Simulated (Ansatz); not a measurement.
# OH on the 1x1 (111) surface of fcc Rh, one in a 2x2 cell, started at the site 'bridge Rh-Rh (span 2.7 Å)'

Calculation: r2SCAN, at the PBE geometry (plane waves to 500 eV, PAW; Ansatz, a quantum-chemistry and plane-wave program).

Set-up: 18 atoms, 6.5 Å thick at the start under the adsorbate (thin: gaps and levels are the slab's own); mesh 6x6x1; 0.1 eV smearing; dipole correction on; single point; no symmetry held, on the structure that PBE left; no spin, no spin-orbit, no U, no dispersion correction. At the end it is bonded to 2 Rh. In PBE it is, or lies within 0.03 eV of, the lowest of the starts that converged; the order may differ at this level.

```json
{
 "adsorption energy against H2O(g) − ½ H2(g) at the same level": "0.052 eV",
 "work_function_of_the_top_face": "4.79 eV",
 "change_of_the_work_function": "-0.35 eV",
 "change_of_the_step_from_the_bottom_to_the_top_vacuum_level_against_the_clean_slab": "-0.34 eV",
 "height of the binding atom over the mean of the host atoms within 0.3 Å of the top one": "1.694 Å",
 "nearest_host_atoms_of_the_binding_atom": "Rh at 2.12 Å, Rh at 2.12 Å, Rh at 2.95 Å",
 "caution": "the clean host was not checked against rearrangement in a larger or rattled cell",
 "cost": "very roughly 8 core-minutes"
}
```

A negative adsorption energy means that the adsorbate is more stable on the surface than in its reference.
